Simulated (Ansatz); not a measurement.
The parent structure is ZrC in the rock salt structure (space group Fm-3m, No. 225).

Space group Fm-3m (No. 225); a = b = c = 4.6689 Å, α = β = γ = 90.00°

```tsv
atom	site	symmetry	x	y	z
C	4a	m-3m	0.0000	0.0000	0.0000
Zr	4b	m-3m	0.5000	0.5000	0.5000
```
(The calculation used a cell of 2 atoms; values per cell refer to that cell.)

The values are results of PBEsol/PAW in Ansatz (an electronic-structure program), no SOC, not measurements.

One change was made to it. Results:

```tsv
quantity	base	after
shortest interatomic distance	2.334 Å	2.328 Å
band gap	zero	zero
```

Q: What was done to the base?
A. pressure 15 GPa
B. pressure 2.1 GPa
C. pressure 22.5 GPa

A: B, pressure 2.1 GPa. For comparison, the shortest interatomic distance in the other runs: pressure 15 GPa gives 2.291 Å; pressure 22.5 GPa gives 2.272 Å.

Load acts through the strain it causes; cell and atoms are relaxed under it. Whether these cells are dynamically stable was not tested. No other phases were tried under pressure. The final runs are not spin-polarised.
